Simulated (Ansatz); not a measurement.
Start from WSi2 (space group I4/mmm, No. 139; a = 3.2024 Å, c = 7.8177 Å; relaxed with 0.1 eV smearing). Axes: x, y, z lie along a, b, c of the conventional cell.

The values are results of PBEsol/PAW in Ansatz (a program for electronic structure), without spin-orbit coupling, not measurements.

Base values:

The pressure is 0.0 GPa, the shortest interatomic distance is 4.891 bohr and the band gap is zero.

Now apply this change: the cell is compressed by 1.00 % along x with no lateral relaxation, atoms relaxed at fixed cell.

**Question.** What happens to the pressure, energy relative to the base, shortest interatomic distance and band gap?

**Answer.** The pressure (mean of the normal stresses, compression positive) goes from zero to 2.3 GPa; the energy goes up by 1.9 meV/atom; the shortest interatomic distance grows by 0.004 bohr to 4.895 bohr; the band gap stays zero.

The cells carry an imposed strain or load. No phonon test of stability was made. The final runs are not spin-polarised.
